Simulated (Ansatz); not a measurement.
# LiGeN (P6₃mc, No. 186, 6 atoms in the cell; start mp-1246087)

Calculation: r²SCAN+SOC (Ansatz, a quantum-chemistry and plane-wave program, plane waves, PAW).

Settings: plane-wave cutoff 560 eV, 12×12×4 k mesh (along the axes of the cell as run), Fermi–Dirac smearing 0.01 eV, PAW data made under PBE.

Cell (relaxed with PBEsol):

```yaml
crystal:
  lattice:
    - [2.97924, 0.00000, 0.00000]
    - [-1.48962, 2.58009, 0.00000]
    - [0.00000, 0.00000, 9.32185]
  atoms:
    - { symbol: Li, position: [0.66667, 0.33333, 0.74328] }
    - { symbol: Li, position: [0.33333, 0.66667, 0.24328] }
    - { symbol: Ge, position: [0.00000, 0.00000, 0.49784] }
    - { symbol: Ge, position: [0.00000, 0.00000, 0.99784] }
    - { symbol: N, position: [0.33333, 0.66667, 0.60350] }
    - { symbol: N, position: [0.66667, 0.33333, 0.10350] }
```

```json
{
 "band_gap": "1.82 eV (indirect)",
 "smallest_direct_gap_on_the_k_points_sampled": "2.79 eV",
 "Γ–Γ gap": "3.65 eV"
}
```

Note: cell and atoms aren't relaxed at this level (largest force component 0.23 eV/Å, pressure 0.3 GPa).

Static lattice: no zero-point or thermal effects.

It cost around 4 core-minutes (rough) of CPU time.

A start named mp-… is a Materials Project structure, which need not be a measured phase.
